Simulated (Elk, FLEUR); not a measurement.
A FLEUR input for a self-consistent single point of Co (P6_3/mmc, 2 atoms in the cell) (DFT, PBE, all-electron FLAPW (FLEUR), scalar-relativistic valence):

Input of the input generator:

```
Co crystal
&input film=f /
4.6592578708 -0.0000005097 0.0000000000
-2.3296284940 4.0350359337 0.0000000000
0.0000000000 0.0000000000 7.5790962221
1.0
1.0 1.0 1.0

2
27 0.3333333333 0.6666666667 0.2500000000 : 3.00
27 0.6666666667 0.3333333333 0.7500000000 : 3.00

&comp jspins=2 /
&kpt div1=20 div2=20 div3=11 gamma=t /
&end /
```

```xml
<?xml version="1.0" encoding="UTF-8" standalone="no"?>
<fleurInput fleurInputVersion="0.39">
   <comment>
      Co crystal                                                                                          
   </comment>
   <calculationSetup>
      <cutoffs Kmax="3.6" Gmax="10.8" GmaxXC="10.8" numbands="0"/>
      <scfLoop itmax="100" minDistance="0.00001" maxIterBroyd="15" imix="Anderson" alpha="0.05" precondParam="0.0" spinf="2.0"/>
      <coreElectrons ctail="T" frcor="F" kcrel="0" coretail_lmax="0"/>
      <xcFunctional name="pbe" relativisticCorrections="F"/>
      <magnetism jspins="2"/>
      <soc l_soc="F" theta="0.0" phi="0.0" spav="F"/>
      <expertModes spex="0" secvar="F"/>
      <geometryOptimization l_f="T" forcealpha="1.0" forcemix="BFGS" epsdisp="0.00001" epsforce="0.00001"/>
      <ldaU l_linMix="F" mixParam="0.05" spinf="1.0"/>
   </calculationSetup>
   <cell>
      <bzIntegration valenceElectrons="30.0" mode="gauss" fermiSmearingEnergy="0.00499791">
         <kPointListSelection listName="default-1"/>
         <!-- k-points included here -->
         <xi:include xmlns:xi="http://www.w3.org/2001/XInclude" href="kpts.xml"> </xi:include>
      </bzIntegration>
      <!-- symmetry operations included here -->
      <xi:include xmlns:xi="http://www.w3.org/2001/XInclude" href="sym.xml"> </xi:include>
      <bulkLattice scale="1.0">
         <bravaisMatrix>
            <row-1>    4.6592578708000003    -0.0000005097000000     0.0000000000000000</row-1>
            <row-2>   -2.3296284940000000     4.0350359336999997     0.0000000000000000</row-2>
            <row-3>    0.0000000000000000     0.0000000000000000     7.5790962220999996</row-3>
         </bravaisMatrix>
      </bulkLattice>
   </cell>
   <atomSpecies>
      <species name="Cobalt (Co3.000" element="Co" atomicNumber="27">
         <mtSphere radius="2.17" gridPoints="751" logIncrement="0.016"/>
         <atomicCutoffs lmax="8" lnonsphr="6"/>
         <electronConfig flipSpins="F">
            <coreConfig>(1s1/2) (2s1/2) (2p1/2) (2p3/2) (3s1/2)</coreConfig>
            <valenceConfig>(3p1/2) (3p3/2) (4s1/2) (3d3/2) (3d5/2)</valenceConfig>
            <stateOccupation state="(3d3/2)" spinUp="2.0" spinDown="0.8"/>
            <stateOccupation state="(3d5/2)" spinUp="3.0" spinDown="1.2"/>
         </electronConfig>
         <energyParameters s="4" p="4" d="3" f="4"/>
         <lo type="SCLO" l="1" n="3" eDeriv="0"/>
      </species>
   </atomSpecies>
   <atomGroups>
      <atomGroup species="Cobalt (Co3.000">
         <relPos label="                   1">1.000/3.000 -1.000/3.000 1.000/4.000</relPos>
         <relPos label="                   2">-1.000/3.000 1.000/3.000 -1.000/4.000</relPos>
         <force calculate="T" relaxXYZ="TTT"/>
      </atomGroup>
   </atomGroups>
   <output dos="F" band="F" slice="F">
      <checks vchk="F" cdinf="F"/>
      <bandDOS minEnergy="-.5*Htr" maxEnergy="0.5*Htr" sigma="0.015" storeEVData="T"/>
      <vacuumDOS vacdos="F" integ="F" star="F" nstars="0" locx1="0.0" locy1="0.0" locx2="0.0" locy2="0.0" nstm="0" tworkf="0.0"/>
      <unfoldingBand unfoldBand="F" supercellX="1" supercellY="1" supercellZ="1"/>
      <plotting iplot="0" polar="F">
         <plot TwoD="T" vec1="  1.0  0.0  0.0" vec2="  0.0  1.0  0.0" vec3="  0.0  0.0  1.0" zero="  0.0  0.0  0.0" file="plot"/>
      </plotting>
      <chargeDensitySlicing numkpt="0" minEigenval="0.0" maxEigenval="0.0" nnne="0" pallst="F"/>
      <specialOutput eonly="F"/>
      <magneticCircularDichroism mcd="F" energyLo="-10.0" energyUp="0.0"/>
   </output>
  <!-- We include the file relax.xml here to enable relaxations (see documentation) -->
  <xi:include xmlns:xi="http://www.w3.org/2001/XInclude" href="relax.xml"> <xi:fallback/> </xi:include>
</fleurInput>
```

Problem. Translate this input to Elk.

Solution. One input that does it (others would too):

```
tasks
  0

xctype
  20

spinpol
  .true.

reducebf
  0.7

tforce
  .true.

rgkmax
  8.0

gmaxvr
  18.0

lmaxapw
  10

lmaxo
  8

nxlo
  2

lorbcnd
  .true.

lradstp
  2

nrmtscf
  2.0

rmtscf
  0.91

lmaxi
  4

nempty
  12

stype
  0

swidth
  0.00499791

avec
    4.6592578708   -0.0000005097    0.0000000000
   -2.3296284940    4.0350359337    0.0000000000
    0.0000000000    0.0000000000    7.5790962221

atoms
  1   : nspecies
  'Co.in'   : spfname
  2   : natoms; atposl, bfcmt below
  0.3333333333  0.6666666667  0.2500000000    0.0 0.0 -3.0
  0.6666666667  0.3333333333  0.7500000000    0.0 0.0 -3.0

ngridk
  20 20 11
```

Basis settings and potentials, where a program has them, do not carry over. This input uses DFT, PBE, all-electron FP-LAPW, Elk's shipped species files, APW+lo basis with extra local orbitals. Both were run: size of the net moment 1.59 μB/atom in FLEUR and 1.59 in Elk.

On FLEUR: the starting cell comes from a database of computed structures (which also holds hypothetical and non-ambient phases and stackings), without a prior relaxation at this level. Its lattice was rescaled by a random factor within 2.5 % of one. The magnetic order is the one reached from the typed start; others were not searched systematically. Values depend on the basis (sphere radii, cutoffs, local orbitals), which need not be converged.

On Elk: the starting cell comes from a database of computed structures (which also holds hypothetical and non-ambient phases and stackings), without a prior relaxation at this level. Its lattice was rescaled by a random factor within 2.5 % of one. The magnetic order is the one reached from the typed start; others were not searched systematically. Values depend on the basis (sphere radii, cutoffs, local orbitals), which need not be converged.
